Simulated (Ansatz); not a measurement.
System: BAs (model structure, started from the rocksalt type, Fm-3m, No. 225, 2 atoms in the cell). Method: LDA (Ansatz, a first-principles code, plane waves, PAW).

Numerical settings: plane-wave cutoff 520 eV, 16×16×16 k mesh, Fermi–Dirac smearing 0.1 eV, perturbation theory, scalar-relativistic PAW data made under PBE.

Computed at the level's own relaxed cell.

Harmonic phonon frequencies (cm⁻¹; i marks an imaginary mode; at Γ without the LO shift):

| q point | frequencies |
|---|---|
| Γ | 74i 74i 74i 0 0 0 |
| X | 116 116 179 207 207 320 |
| L | ___ |

**Question.** Some entries are withheld; supply them.

**Answer.** 
- L, frequencies: 57 57 222 280 280 474

Imaginary modes appear, so the structure is dynamically unstable at this level.

Note: the run finds an imaginary mode (74i cm⁻¹), so the cell is a saddle point at this level.

A model structure was made by putting elements into a prototype or built by hand; it is no filed structure, need not be a known phase, and can be a saddle point held by its symmetry.
